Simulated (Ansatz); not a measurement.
## A computed series for Li: response to strain

Take Li in the bcc (W type) structure (space group Im-3m, No. 229; relaxed with 0.1 eV smearing) as the base.

Space group Im-3m (No. 229); a = b = c = 3.4343 Å, α = β = γ = 90.00°

```csv
atom,site,symmetry,x,y,z
Li,2a,m-3m,0.0000,0.0000,0.0000
```
(The calculation used a cell of 1 atom; values per cell refer to that cell.)

Strains are applied to the cell and any free atomic positions relax.

Computed with PBEsol in Ansatz (plane waves to 420 eV, PAW, no spin-orbit coupling).

Candidates:
(a) isotropic strain +0.50 %
(b) isotropic strain +2.00 %
(c) isotropic strain +2.50 %

Notes on the quantities. energy relative to the base: free energy F.

Q: Order them by energy relative to the base, highest first.

A: (c) isotropic strain +2.50 % (+4.5 meV/atom), (b) isotropic strain +2.00 % (+2.9 meV/atom), (a) isotropic strain +0.50 % (+0.2 meV/atom)

Whether these cells are dynamically stable was not tested.

Ansatz is an electronic-structure program.
